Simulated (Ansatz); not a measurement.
System: ZrAl₃ (I4/mmm, No. 139). Method: PBEsol (PAW; Ansatz, an electronic-structure program).

Input:

Ansatz 0.2 input:
```yaml
crystal:
  lattice:
    - [-2.0060267426, 2.0060267426, 8.6439550235]
    - [2.0060267426, -2.0060267426, 8.6439550235]
    - [2.0060267426, 2.0060267426, -8.6439550235]
  atoms:
    - { symbol: Zr, position: [0.1187360464, 0.1187360464, 0.0] }
    - { symbol: Zr, position: [0.8812639536, 0.8812639536, 0.0] }
    - { symbol: Al, position: [0.5, 0.0, 0.5] }
    - { symbol: Al, position: [0.0, 0.5, 0.5] }
    - { symbol: Al, position: [0.75, 0.25, 0.5] }
    - { symbol: Al, position: [0.25, 0.75, 0.5] }
    - { symbol: Al, position: [0.3746963752, 0.3746963752, 0.0] }
    - { symbol: Al, position: [0.6253036248, 0.6253036248, 0.0] }
basis:
  ecutwfc: 520
  ecutrho_ratio: 4
  xc_grid: 2
kpoints:
  mp_grid: { grid: [20, 20, 20] }
hamiltonian:
  xc: pbesol
  dispersion: none
  pseudopotentials: { kind: paw }
scf:
  occupations: { method: fermi_dirac, width: 0.05 }
output:
  forces: true
  stress: true
  eigenvalues: true
relax:
  f_tol: 0.004
  escape_saddle: false
  max_steps: 80
  cell: { stress_tol: 0.02, fix: [volume] }
```

The run printed, among other lines:

```
Relaxation: its limit of steps is 80 (relax.max_steps)
Crystal: 8 atoms, lattice volume = 139.138 Å³
Basis set: ecut = 520 eV, 3777 PW (Γ), FFT grids on a1+a3, a2+a3, a3, exchange–correlation on 60×60×144 points (8 copies of the dense FFT grid, shifted against one another)
Bands: 29, of which v1, the nominal top of the filled ones, is band 21 counted from 1 (20 counted from 0)
Symmetry: 16 space group operations
Space group: I4/mmm (ITA 139), of the structure as read, at distance tolerance 5.2e-5 Å
k-points: 641 of 8000
Functional: x = pbesol(κ = 0.804, μ = 0.12345679012345678), c = pbesol(β = 0.046)
SCF iter   1: F=—  HF=-11408.570824 eV  |F-HF|=—  |Δ(HF+E_count)|=         —  Δρ=2.58e-3  dr2=2.00e-2
SCF iter   2: F=—  HF=-11408.567740 eV  |F-HF|=—  |Δ(HF+E_count)|=   3.08e-3  Δρ=1.49e-3  dr2=5.51e-3
  ...
SCF 1 converged in 6 iterations: F = -11408.566345 eV  dr2 = 3.31e-9
Crystal: 8 atoms, lattice volume = 139.138 Å³
Basis set: ecut = 520 eV, 3761 PW (Γ), FFT grids on a1+a3, a2+a3, a3, exchange–correlation on 60×60×144 points (8 copies of the dense FFT grid, shifted against one another)
Initial density: handed on by an earlier stage of this run
SCF 2 converged in 5 iterations: F = -11408.565849 eV  dr2 = 5.48e-9
Crystal: 8 atoms, lattice volume = 139.138 Å³
SCF 3 converged in 7 iterations: F = -11408.566465 eV  dr2 = 3.63e-12
Crystal: 8 atoms, lattice volume = 139.138 Å³
SCF 4 converged in 4 iterations: F = -11408.566470 eV  dr2 = 3.56e-10
Crystal: 8 atoms, lattice volume = 139.138 Å³
SCF iter   3: F=—  HF=-11408.566470 eV  |F-HF|=—  |Δ(HF+E_count)|=   2.23e-9  Δρ=6.93e-7  dr2=6.33e-11
SCF iter   4: F=-11408.566470 eV  HF=-11408.566470 eV  |F-HF|=3.64e-12  |Δ(HF+E_count)|=  6.86e-10  Δρ=4.41e-8  dr2=1.42e-12
SCF 5 converged in 4 iterations: F = -11408.566470 eV  dr2 = 1.42e-12
SCF converged after 4 iterations
Free energy (F): -11408.566470 eV
Internal energy: -11408.549075 eV  (E = F + TS)
E sigma→0 (E₀):  -11408.557772 eV
Fermi energy:    10.210477 eV
--- Stress (GPa, compression-positive) ---
       -2.068457       0.000000       0.000000
        0.000000      -2.068457      -0.000000
        0.000000      -0.000000      -2.059745
  P = ⅓ Tr σ = -2.0656 GPa (-20.656 kbar)
```

The cell is one volume of an energy–volume scan, off the minimum.

The PAW data were made under PBE.

Computing time: about 10 core-minutes (a rough figure).
